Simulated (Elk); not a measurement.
**Convergence study of the k-point mesh at a smearing width of 0.02 eV for Ni (Fm-3m, 1 atom in the cell)**

```xyz
1
Lattice="0.0000 1.7547 1.7547 1.7547 0.0000 1.7547 1.7547 1.7547 0.0000" Properties=species:S:1:pos:R:3 pbc="T T T"
Ni     0.0000     0.0000     0.0000
```
Moments meant for the start (each program seeds them in its own way; μB, in the order of the atoms Ni): 1.0.

Method of the run: PBE, all-electron FP-LAPW, Elk's shipped species files, default APW+lo basis (Elk).

Base settings: xctype = 20; spinpol = true; swidth = 0.00367493 Ha; ngridk = 12 12 12; reducebf = 0.7; nempty = 8 per atom; maxscl = 100; bfcmt = [[0.0, 0.0, -1.0]].

In this ladder: swidth = 0.000734986 Ha.

Only quantities that move along the ladder and can be compared are tabulated.

The starting cell has typed, rounded lattice constants, without a prior relaxation at this level. Its lattice was rescaled by up to half a per cent. With one magnetic atom in the cell only a parallel order is possible. Values depend on the basis (sphere radii, cutoffs, local orbitals), which need not be converged.

Steps (ngridk): 6 6 6; 7 7 7; 8 8 8; 10 10 10; 12 12 12; 14 14 14; 18 18 18; 21 21 21; 26 26 26; 31 31 31; 38 38 38.

Question: What is the coarsest ngridk that holds the free energy within 0.5 meV/atom of the last step, with all finer ones?

Answer: 31 31 31; the step before is off by 0.93 meV/atom.

Question: What is the coarsest ngridk that holds the net moment within 0.01 μB/atom?

Answer: Not settled: the last two steps still differ by 0.007 μB/atom, over half the tolerance, so the ladder does not show it.

```csv
ngridk,free energy less the last step's (meV/atom),net moment (μB/atom)
6 6 6,-33.34,0.639
7 7 7,10.65,0.428
8 8 8,1.83,0.699
10 10 10,-2.30,0.733
12 12 12,-0.79,0.693
14 14 14,0.86,0.584
18 18 18,-2.11,0.621
21 21 21,0.78,0.611
26 26 26,0.93,0.646
31 31 31,0.05,0.649
38 38 38,0.00,0.642
```
